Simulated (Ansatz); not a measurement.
Reference: BN (F-43m), PBE, rigid bands (plane waves, PAW, scalar-relativistic; Ansatz, a first-principles code); axes and stresses refer to this cell.

```
BN
1.0
    0.00000     1.80284     1.80284
    1.80284     0.00000     1.80284
    1.80284     1.80284     0.00000
B N
1 1
Direct
  0.00000   0.00000   0.00000
  0.25000   0.25000   0.25000
```

The Seebeck coefficient, n-type 1e19 cm⁻³ comes out as -285 μV/K, the band gap is 4.48 eV and the hole conductivity mass is 0.70 mₑ.

Question: Change: hydrostatic pressure of -27 GPa (compression positive). What happens to Seebeck coefficient, n-type 1e19 cm⁻³, band gap, hole conductivity mass?

Answer: Seebeck coefficient, n-type 1e19 cm⁻³ moves little, to -289 μV/K; band gap moves little, to 4.39 eV; hole conductivity mass moves little, to 0.71 mₑ.

Masses are for dilute carriers at 300 K, harmonic means over directions unless an axis is named. Seebeck coefficients are for the stated density at 300 K, with one relaxation time for all states and whether or not that doping can be reached. Spin-orbit coupling is left out unless a row names it. Stresses and pressures are the targets of the relaxation.  The structure type is held under load, also where the real crystal would transform.
